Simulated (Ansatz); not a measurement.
Band-edge transport in monolayers: monolayer ZrS₂ under several functionals (Ansatz, a program for electronic structure, without spin-orbit coupling). The PBE cell:

```xyz
3
Lattice="3.6855 0.0000 0.0000 -1.8428 3.1917 0.0000 0.0000 0.0000 18.9473" Properties=species:S:1:pos:R:3 pbc="T T T"
Zr     0.0000     0.0000     9.4737
S      0.0000     2.1278    10.9218
S      1.8428     1.0639     8.0255
```

```
Functional  cell relaxed with  band gap  electron conductivity mass  hole conductivity mass
----------  -----------------  --------  --------------------------  ----------------------
PBE                       PBE   1.20 eV                     0.53 mₑ                 0.33 mₑ
HSE06                     PBE   2.02 eV                     0.51 mₑ                 0.34 mₑ
```

For the band gap, PBE gives 1.20 eV and HSE06 2.02 eV: PBE lies 40 % below.

Masses are for dilute carriers at 300 K, harmonic means over directions unless an axis is named. Spin-orbit coupling is left out.

Model free-standing layer, not matched to a measured one here: monolayer ZrS2.
